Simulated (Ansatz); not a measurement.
A working Ansatz (a quantum-chemistry and plane-wave program) input for NaMg6Mo (Amm2, 8 atoms in the cell) (DFT, LDA (PW92), plane waves, default PAW files made with PBE):

Ansatz 0.2 input:
```yaml
# NaMg6Mo
crystal:
  lattice:
    - [4.35332000, 0.00000000, 0.00000000]
    - [0.00000000, 4.41628000, 4.44930000]
    - [0.00000000, -4.41628000, 4.44930000]
  atoms:
    - { symbol: Na, position: [0.50000000, 0.87052000, 0.87052000] }
    - { symbol: Mg, position: [0.50000000, 0.87785000, 0.37195000] }
    - { symbol: Mg, position: [0.50000000, 0.37195000, 0.87785000] }
    - { symbol: Mg, position: [0.00000000, 0.60797000, 0.14401000] }
    - { symbol: Mg, position: [0.00000000, 0.14401000, 0.60797000] }
    - { symbol: Mg, position: [0.00000000, 0.60264000, 0.60264000] }
    - { symbol: Mg, position: [0.00000000, 0.14865000, 0.14865000] }
    - { symbol: Mo, position: [0.50000000, 0.37642000, 0.37642000] }
basis:
  ecutwfc: 420.0
kpoints:
  mp_grid: { grid: [7, 5, 5] }
hamiltonian:
  xc: lda
  pseudopotentials: { kind: paw }
scf:
  occupations: { method: cold, width: 0.2 }
output:
  forces: true
  eigenvalues: true
  stress: true
```

The run converged in 7 iterations: free energy E − TS (on the zero of these files) -17717.1867 eV; Fermi level (on the code's own zero) 6.54 eV; pressure -3.08 GPa; largest force (vector length) 0.220 eV/Å. Each of these slips is then made, one at a time:

(1)
```diff
-hamiltonian:
+hamiltonain:
```

(2)
```diff
-  occupations: { method: cold, width: 0.2 }
+  occupations: { method: fixed }
```

Question: Predict the outcome of each change.

Answer: 
(1) A keyword that the program does not know. The program stopped before any SCF iteration.
```
Error: YAML parse error: error: line 20 column 1: unknown field `hamiltonain`, expected one of crystal, accuracy, basis, kpoints, hamiltonian, magnetization, projection, total_charge, correlation, batch, efield, external_charges, scf, relax, neb, saddle, md, ramp, phonons, dielectric, real_time, elastic, magnetic_configurations, gw, evaluate, workf [...]
```

(2) An odd electron count with paired, fixed occupations. The program stopped before any SCF iteration.
```
Error: inconsistent input (scf.occupations.method, magnetization): a σ = 0 step fill (method: fixed, or a smearing width below the step floor) cannot realise an odd electron count (83) without a locked total moment — the per-k integer fill puts the same N_el/2 bands in each spin channel; set magnetization.spin_polarized: true with magnetization.spi [...]
```

The starting cell comes from a database of computed structures (which also holds hypothetical and non-ambient phases and stackings), without a prior relaxation at this level. Spin polarisation is off. In the base run, with a pressure of about -3 GPa the cell is away from its equilibrium volume at this level. Ansatz's pressure includes its estimate of the finite-basis (Pulay) stress.

Left out of this page: 3 runs of the series outside the window shown, repeating another row's setting, or not comparable; 1 run of the series stopped by limits of time or memory.
